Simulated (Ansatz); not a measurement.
Reference: MgS (Fm-3m), PBEsol with spin-orbit coupling, rigid bands (plane waves, PAW; Ansatz, a program for electronic structure); axes and stresses refer to this cell.

```
CELL_PARAMETERS angstrom
      0.00000     2.59094     2.59094
      2.59094     0.00000     2.59094
      2.59094     2.59094     0.00000
ATOMIC_POSITIONS crystal
  Mg 0.00000 0.00000 0.00000
  S  0.50000 0.50000 0.50000
```

The band gap comes out as 2.70 eV, the Seebeck coefficient, n-type 1e19 cm⁻³ is -261 μV/K and the electron conductivity mass comes out as 0.35 mₑ.

Change: hydrostatic pressure 10 GPa. What happens to band gap, Seebeck coefficient, n-type 1e19 cm⁻³, electron conductivity mass?

band gap goes up to 2.89 eV; Seebeck coefficient, n-type 1e19 cm⁻³ moves little, to -263 μV/K; electron conductivity mass moves little, to 0.36 mₑ.

Change: uniaxial stress zz = 2 GPa (compression positive). What happens to band gap, Seebeck coefficient, n-type 1e19 cm⁻³, electron conductivity mass?

band gap moves little, to 2.63 eV; Seebeck coefficient, n-type 1e19 cm⁻³ decreases in size to -209 μV/K; electron conductivity mass moves little, to 0.36 mₑ.

Masses are for dilute carriers at 300 K, harmonic means over directions unless an axis is named. Seebeck coefficients are for the stated density at 300 K, with one relaxation time for all states and whether or not that doping can be reached. Stresses and pressures are the targets of the relaxation.  The structure type is held under load, also where the real crystal would transform.
